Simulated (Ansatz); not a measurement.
The parent structure is Si in the diamond structure (space group Fd-3m, No. 227; a = 5.470 Å).

(Cell as relaxed with PBE.)

Levels (all Ansatz, a first-principles code, PAW, earlier PAW set): PBE (420 eV, scalar-relativistic without spin-orbit coupling); r2SCAN (500 eV, without spin-orbit coupling).

Each level relaxes its own structure.

```csv
base,PBE,r2SCAN
volume per atom,20.46 Å³,20.17 Å³
lattice parameter a,5.470 Å,5.444 Å
band gap,0.61 eV,0.78 eV
```

The change: every lattice vector is stretched by 0.79 %; the atoms relax in the strained cell.

```json
[
 {"quantity": "band gap", "PBE": "0.66 eV", "r2SCAN": "?"},
 {"quantity": "energy relative to the base (free energy F)", "PBE": "+3.1 meV/atom", "r2SCAN": "?"},
 {"quantity": "hole mass (degenerate bands, along [100])", "PBE": "0.15, 0.27, 0.27 mₑ (at Γ)", "r2SCAN": "?"}
]
```

### Question
Given the PBE results, estimate those of r2SCAN.

### Answer

- band gap, r2SCAN: 0.82 eV
- energy relative to the base (free energy F), r2SCAN: +3.4 meV/atom
- hole mass (degenerate bands, along [100]), r2SCAN: 0.16, 0.26, 0.26 mₑ (at Γ)

PBE's band gap lies 0.16 eV below r2SCAN's. Neither level is exact; r2SCAN is the comparison here, not a measurement.

Masses are band curvatures over ±0.01 Å⁻¹ around the edge. Whether these cells are dynamically stable was not tested.
